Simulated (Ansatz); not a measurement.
InAs (model structure, started from the BeO type, P4₂/mnm, No. 136, 8 atoms in the cell) was calculated with r²SCAN (Ansatz, a program for electronic structure, plane waves, PAW).

Numerical settings: plane-wave cutoff 560 eV, 6×6×8 k mesh (along the axes of the cell as run), Fermi–Dirac smearing 0.01 eV, scalar-relativistic PAW data made under PBE.

Cell (relaxed at this level):

Space group P4₂/mnm (No. 136); a = 7.454 Å, b = 7.454 Å, c = 4.326 Å, α = 90.00°, β = 90.00°, γ = 90.00°

```
atom  site  symmetry       x       y       z
----  ----  --------  ------  ------  ------
In      4g      m.2m  0.1774  0.1774  0.5000
As      4f      m.2m  0.3188  0.3188  0.0000
```

### Question
Give the computed band gap.

### Answer

- band gap: 0.21 eV

Note: the relaxation could raise the start's symmetry but not lower it, so the cell can be a saddle point.

Spin–orbit coupling is not included.

Static lattice: no zero-point or thermal effects.

It cost very roughly 90 core-seconds of CPU time.

A model structure was made by putting elements into a prototype or built by hand; it is no filed structure, need not be a known phase, and can be a saddle point held by its symmetry.
